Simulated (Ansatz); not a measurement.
**GaSb: point defects**

Consider a 16-atom supercell of GaSb in the zinc blende structure (space group F-43m, No. 216; a = 6.132 Å) at its relaxed geometry.

One neutral defect a cell, atoms relaxed at fixed cell.

Level of theory: Ansatz (a program for electronic structure) r2SCAN, no spin-orbit coupling.

```json
[
 {"change": "perfect supercell", "pressure": "0.0 GPa", "largest displacement of a host atom from its site in the perfect cell": "–"},
 {"change": "Ga on a Sb site (antisite)", "pressure": "[?]", "largest displacement of a host atom from its site in the perfect cell": "0.13 Å"},
 {"change": "H interstitial (started 2.50 Å from the nearest host atom), symmetric start", "pressure": "0.2 GPa", "largest displacement of a host atom from its site in the perfect cell": "0.04 Å"},
 {"change": "Ga vacancy, symmetric start", "pressure": "-1.7 GPa", "largest displacement of a host atom from its site in the perfect cell": "0.13 Å"}
]
```

### Question
Complete the table.

### Answer

- Ga on a Sb site (antisite), pressure: -1.1 GPa

The magnetic state is the one reached from the starting moments; the real material's order can differ, and small cells can't hold many antiferromagnetic ones. In so small a cell the defect repeats every few ångströms: this is an ordered compound, not a dilute defect. Defects with a symmetric start kept the site's symmetry and may sit on a saddle; the others started slightly shaken. Seeded moments were not kept for Ga on a Sb site (antisite) and Ga vacancy.
